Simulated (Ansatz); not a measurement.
For ZrB₂ (model structure, P6₃/mmc, No. 194, 6 atoms in the cell), PBEsol in Ansatz (PAW) gives:

lattice constant a: 3.053 Å
c axis length: 8.493 Å

What does r²SCAN+rVV10 (plane waves, PAW; Ansatz, a program for electronic structure) give for the same quantities?


- lattice constant a: 3.077 Å (goes up by 0.8 %)
- lattice parameter c: 8.524 Å (grows by 0.4 %)

Changes are worked out from the printed values.

Unless a cell is named, each level is at its own relaxed cell (PBEsol 11.43, r²SCAN+rVV10 11.65 Å³/atom).

Ansatz's density-functional and Hartree–Fock values are scalar-relativistic unless marked +SOC, with PAW data made under PBE.

A model structure was made by putting elements into a prototype or built by hand; it is no filed structure, need not be a known phase, and can be a saddle point held by its symmetry.
